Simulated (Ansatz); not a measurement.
**Response to strain in SiO2**

Take SiO$_{2}$ in the rutile structure (space group P4_2/mnm, No. 136; a = 4.195 Å, c = 2.678 Å) as the base. Axes: x, y, z lie along a, b, c of the conventional cell.

Strains are applied to the cell and any free atomic positions relax.

Method: PBEsol (Ansatz, a program for electronic structure; PAW; 420 eV plane waves; without spin-orbit coupling).

Notes on the quantities. energy relative to the base: free energy F.

```tsv
uniaxial strain ε_xx (%)	energy relative to the base (meV/atom)
-3	9.7
-2.4	6.2
-1.8	?
-1.2	1.5
-0.6	0.4
0	0.0
```

Question: Fit ΔE = Aε² + Bε³ (ε in %) to the rows shown and predict the withheld row.

Answer: Least squares on the printed values gives A = 1.05 and B = -0.0088 meV/atom (largest residual 0.0 meV/atom); this predicts 3.5 meV/atom, and the run gives 3.4 meV/atom, in agreement.

Whether these cells are dynamically stable was not tested.
